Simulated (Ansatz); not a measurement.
The reference is TiAl3 (space group I4/mmm, No. 139; relaxed with 0.1 eV smearing).

```
CELL_PARAMETERS angstrom
     -1.91312     1.91312     4.27709
      1.91312    -1.91312     4.27709
      1.91312     1.91312    -4.27709
ATOMIC_POSITIONS crystal
  Al 0.50000 0.50000 0.00000
  Al 0.75000 0.25000 0.50000
  Al 0.25000 0.75000 0.50000
  Ti 0.00000 0.00000 0.00000
```

Cartesian axes are those of the cell as printed.

Level of theory: DFT with r2SCAN, PAW potentials and a 500 eV plane-wave cutoff in Ansatz (an electronic-structure program), no SOC.

Before the change:

| Quantity | Value |
|---|---|
| Volume per atom | 15.65 Å³ |

One thing is altered: tensile biaxial strain of 0.44 % in the plane normal to [001], as in epitaxy on a mismatched substrate; the out-of-plane cell vector and the atoms relax.

**Question.** What does the calculation give for the volume per atom, energy relative to the base and in-plane stress after the change?

**Answer.** The volume per atom increases by 0.11 Å³ (15.65 Å³ → 15.76 Å³); the energy increases by 0.5 meV/atom; the mean in-plane stress (compression positive) is -1.2 GPa.

No phonon test of stability was made. The final runs are not spin-polarised.
